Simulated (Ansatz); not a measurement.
We consider ZrTa (model structure, Cmcm, No. 63, 4 atoms in the cell), described by PBE (Ansatz, a quantum-chemistry and plane-wave program, plane waves, PAW).

Run with plane-wave cutoff 520 eV, 16×16×12 k mesh (along the axes of the cell as run), Fermi–Dirac smearing 0.05 eV, scalar-relativistic PAW data made under PBE.

Cell (relaxed at this level):

TaZr is modelled in the orthorhombic space group Cmcm (No. 63), Pearson symbol oS8. Conventional cell: a = 2.9546 Å, b = 11.4624 Å, c = 4.9035 Å, α = 90.00°, β = 90.00°, γ = 90.00°. Zr on 4c has 1 Ta at 2.945 Å and 6 Ta at 3.146–3.154 Å and 2 Zr at 2.955 Å and 4 Zr at 3.299 Å. Ta on 4c is coordinated by 4 Ta at 2.865–2.955 Å and 1 Zr at 2.945 Å and 6 Zr at 3.146–3.154 Å. (Neighbours: up to the widest gap in distance over summed covalent radii, below 1.35, at either atom.)
(The calculation used a cell of 4 atoms; values per cell refer to that cell.)

Q: What does this level give for the bulk modulus?

A: 
- bulk modulus: 131 GPa

The run finds no gap.

Note: the bulk modulus is −V dP/dV from two relaxed cells at ±2 % in volume; the relaxation could raise the start's symmetry but not lower it, so the cell can be a saddle point.

Spin–orbit coupling is not included.

A model structure was made by putting elements into a prototype or built by hand; it is no filed structure, need not be a known phase, and can be a saddle point held by its symmetry.
